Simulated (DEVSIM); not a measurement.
System: abrupt In0.53Ga0.47As n-p junction, at 300 K.

```
layer (left to right)        material  thickness (μm)  Nd (cm⁻³)  Na (cm⁻³)   τn (s)   τp (s)
---------------------  --------------  --------------  ---------  ---------  -------  -------
1                      In0.53Ga0.47As            10.0       2e16          -  7.4e-10  7.4e-10
2                      In0.53Ga0.47As             140          -       1e16  7.4e-10  7.4e-10
```

Left contact: ohmic. Right contact: ohmic. Voltage is applied to the left contact. Recombination: SRH at mid-gap. Mobility is μmin + (μ − μmin)/(1 + (N/Nref)^α).

This is a model device: material constants are rounded textbook-type values typed into the input, and sizes, dopings and lifetimes were drawn at random. Values at 300 K.

```tsv
parameter	In0.53Ga0.47As
gap (eV)	0.74
affinity (eV)	4.51
permittivity	13.9
Nc (cm⁻³)	2.1e17
Nv (cm⁻³)	7.7e18
μn (cm²/Vs)	12000
μp (cm²/Vs)	300
μn,min	300
μp,min	10
Nref,n	1.3e17
Nref,p	4.9e17
αn	0.48
αp	0.4
```

Simulated with DEVSIM: 1D drift-diffusion, Boltzmann statistics, complete ionisation; no tunnelling, impact ionisation, image-force lowering or self-heating.

The minority lifetime in layer 2 was swept, all else fixed.

| minority lifetime in layer 2 (s) | dark forward voltage at 1 A/cm² (V) |
|---|---|
| 2.2e-11 | 0.288 |
| 7.4e-11 | 0.307 |
| 2.2e-10 | 0.325 |
| 7.4e-10 | 0.341 |
| 2.2e-9 | 0.353 |
| 7.4e-9 | 0.368 |
| 2.2e-8 | 0.377 |

From the first row to the last the dark forward voltage at 1 A/cm² goes from 0.288 to 0.377.
